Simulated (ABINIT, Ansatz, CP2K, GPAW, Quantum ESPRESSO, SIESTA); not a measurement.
**One structure in several programs: Pt3Ti (Pm-3m, 4 atoms in the cell)**

Self-consistent single point.

```
Pt3Ti
1.0
    3.92000     0.00000     0.00000
    0.00000     3.92000     0.00000
    0.00000     0.00000     3.92000
Ti Pt
1 3
Direct
  0.00000   0.00000   0.00000
  0.00000   0.50000   0.50000
  0.50000   0.00000   0.50000
  0.50000   0.50000   0.00000
```

Shared settings, as Ansatz (a quantum-chemistry and plane-wave program) writes them: kpoints.mp_grid.grid = 6 6 6; scf.occupations.method = fermi_dirac; scf.occupations.width = 0.0073 Ry. Potentials and cutoffs stand in the table.

```
code                                                                                                                                 model  pressure (GPa)       cutoff
----------------  ------------------------------------------------------------------------------------------------------------------------  --------------  -----------
ABINIT                                                     LDA (PW92), norm-conserving pseudopotentials (PseudoDojo nc-sr-04 LDA standard)           -9.81        84 Ry
CP2K                                                  LDA (Pade form), GPW, TZVP-MOLOPT-SR-GTH basis, GTH-PADE potentials (GTH_POTENTIALS)          -14.21  grid 600 Ry
GPAW                                                                         LDA (Perdew-Wang 92), GPAW PAW datasets LDA (gpaw-data 1.0.1)           -9.66       850 eV
SIESTA            LDA PW92, numerical atomic orbitals DZP, PseudoDojo LDA standard norm-conserving potentials (rewritten from UPF to PSML)          -11.97  grid 400 Ry
Quantum ESPRESSO                                                                       LDA (PZ), GBRV 1.5 ultrasoft (LDA) pseudopotentials           -9.77        50 Ry
Ansatz                                                                                         LDA (PW92), default PAW files made with PBE           -9.47      30.9 Ry
```

On Ansatz's run: spin-orbit coupling is off. Spin polarisation is off.

The spread over the programs that give each value: pressure within 4.74 GPa.

CP2K and SIESTA use small atom-centred bases, whose incompleteness enters pressures, forces and empty levels differently from a plane-wave cutoff. Ansatz's pressure is given at a fixed set of plane waves, as the other plane-wave codes print theirs; with its correction for the finite basis it is -9.42 GPa. The same LDA comes in different parametrisations, which differ slightly. In the pressure, CP2K (by 4.50) and SIESTA (by 2.25) lie more than 1 GPa from the median of the plane-wave programs.

The starting cell has typed, rounded lattice constants, without a prior relaxation at this level.

Left out of this page: Elk and FLEUR (not drawn, or without a comparable value).

Keys are those of Ansatz 0.2.
